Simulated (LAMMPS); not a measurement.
MD of Cu (fcc) with 44 % of Cu sites Zr at zero pressure over temperature, 2048 atoms; each row names its start.

Method: classical MD, pair style eam/fs, file CuZr_mm.eam.fs, run in LAMMPS.

| T (K), start | state | volume | enthalpy | first peak of g(r), Cu-Zr | coordination number of Cu by Zr | D(Cu) | D(Zr) |
|---|---|---|---|---|---|---|---|
| 300, crystal | solid that has left the starting structure; no diffusion seen in 30 ps | 17.276 ± 0.002 Å³/atom | -4.5758 ± 0.0006 eV/atom | 2.83 Å, height 4.7 | 6.19 (counted to 3.90 Å) | - | - |
| 910, crystal | slow or partial motion within 30 ps, no clear phase | 17.569 ± 0.005 Å³/atom | -4.413 ± 0.002 eV/atom | 2.84 Å, height 3.9 | 6.28 (counted to 3.86 Å) | - | - |
| 1240, melt | liquid | 17.802 ± 0.002 Å³/atom | -4.3010 ± 0.0008 eV/atom | 2.81 Å, height 3.5 | 6.46 (counted to 3.86 Å) | (6.5 ± 0.2) × 10^-6 cm²/s | (4.4 ± 0.1) × 10^-6 cm²/s |
| 1490, melt | liquid | 18.044 ± 0.003 Å³/atom | -4.201 ± 0.001 eV/atom | 2.81 Å, height 3.2 | 6.41 (counted to 3.90 Å) | (1.90 ± 0.05) × 10^-5 cm²/s | (1.39 ± 0.05) × 10^-5 cm²/s |
| 1820, melt | liquid | 18.380 ± 0.003 Å³/atom | -4.076 ± 0.001 eV/atom | 2.81 Å, height 2.9 | 6.31 (counted to 3.94 Å) | (4.4 ± 0.2) × 10^-5 cm²/s | (3.1 ± 0.1) × 10^-5 cm²/s |

Caution (rows 300, crystal; 910, crystal): the random arrangement on this lattice is imposed, and need not be a phase that exists in equilibrium.

Caution (row 910, crystal): enthalpy drifts during the constant-pressure average: a transition or slow ageing; fluctuation values are void.

Caution (rows 1240, melt; 1490, melt; 1820, melt): a run this short can hold a crystal over, or a liquid under, the potential's own melting point, which these runs don't give.

States go by the mean squared displacement: a species diffuses where it passes 1.5 Å², still rises and gives D over 1e-6 cm²/s; a crystal has left its structure where atoms lie 0.35 Å off their sites on average or a cubic box changes its shape by 3 %, or the axial ratios of another lie 8 % off the starting cell's, which the potential's own relaxation can also do.

Errors of D are the spread over four groups of atoms in one short run; a floor of about 5 %, a picked value, is safer.

Errors shown are sampling errors alone.
